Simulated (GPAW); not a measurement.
## Convergence study of the plane-wave cutoff for FeAl (P4mm, 2 atoms in the cell)

```xyz
2
Lattice="2.9187 0.0000 0.0000 0.0000 2.9187 0.0000 0.0000 0.0000 2.9187" Properties=species:S:1:pos:R:3 pbc="T T T"
Al     1.4594     1.4594     1.5094
Fe     0.0000     0.0000     0.0000
```

Level of theory: LDA (Perdew-Wang 92), GPAW PAW datasets LDA (gpaw-data 1.0.1) (plane waves; GPAW).

Base settings: mode = pw; ecut = 800 eV; xc = LDA; kpts = 4 4 4; mesh shift (steps) = 0 0 0; occupations.name = fermi-dirac; occupations.width = 0.1 eV; nbands = -6; convergence.density = 1e-05 e/electron; symmetry.symmorphic = false.

The second cell is the first with its lattice scaled by 0.98.

The mesh stays at the base's, so the ladder's end is converged at best in this setting alone.

Only quantities that move along the ladder and can be compared are tabulated.

The count of work is k-points × plane waves × bands × iterations; it is no time. 

The starting cell has typed, rounded lattice constants, without a prior relaxation at this level. Its lattice was rescaled by up to half a per cent. One atom was moved a little off its site on purpose. Spin polarisation is off. In the base run, with a pressure of about -19 GPa the cell is away from its equilibrium volume at this level. Without a gap this mesh is coarse (it stands for a supercell whose shortest vector is 12 Å).

| ecut | free energy less the last step's (meV/atom) | energy of the compressed cell less the first (meV/atom) | pressure (GPa) | count of work / last |
|---|---|---|---|---|
| 280 eV | 144.16 | -63.52 | -18.71 | 0.066 |
| 320 eV | 135.36 | -66.33 | -19.64 | 0.085 |
| 360 eV | 103.82 | -62.23 | -21.16 | 0.087 |
| 400 eV | 70.00 | -64.70 | -21.17 | 0.080 |
| 440 eV | 41.13 | -64.08 | -20.31 | 0.13 |
| 480 eV | 25.63 | -63.97 | -19.29 | 0.11 |
| 560 eV | 17.75 | -64.17 | -18.36 | 0.12 |
| 640 eV | 15.35 | -64.53 | -18.58 | 0.24 |
| 720 eV | 9.36 | -64.15 | -18.75 | 0.19 |
| 800 eV | 4.45 | -64.39 | -18.62 | 0.35 |
| 880 eV | 1.51 | -64.22 | -18.43 | 0.24 |
| 960 eV | 0.41 | -64.25 | -18.33 | 0.30 |
| 1080 eV | 0.04 | -64.25 | -18.27 | 0.37 |
| 1200 eV | 0.00 | -64.25 | -18.26 | 0.48 |
| 1600 eV | 0.00 | -64.25 | -18.26 | 0.72 |
| 1920 eV | 0.00 | -64.25 | -18.26 | 1.0 |

Coarsest ecut that holds the energy of the compressed cell less the first within 0.5 meV/atom of the last step, with all finer ones: 400 eV, at 0.080 of the last step's count of work; the step before is off by 2.0 meV/atom.

Coarsest ecut that holds the pressure within 0.05 GPa of the last step, with all finer ones: 1080 eV, at 0.37 of the last step's count of work; the step before is off by 0.07 GPa.

Coarsest ecut that holds the free energy within 1 meV/atom of the last step, with all finer ones: 960 eV, at 0.30 of the last step's count of work; the step before is off by 1.5 meV/atom.

The energy difference between the two cells stays within 1 meV/atom of the last step's from 400 eV on, the total only from 960 eV on: much of the error is common to both cells and cancels.

Left out of this page: 1 run of the series outside the window shown, repeating another row's setting, or not comparable.
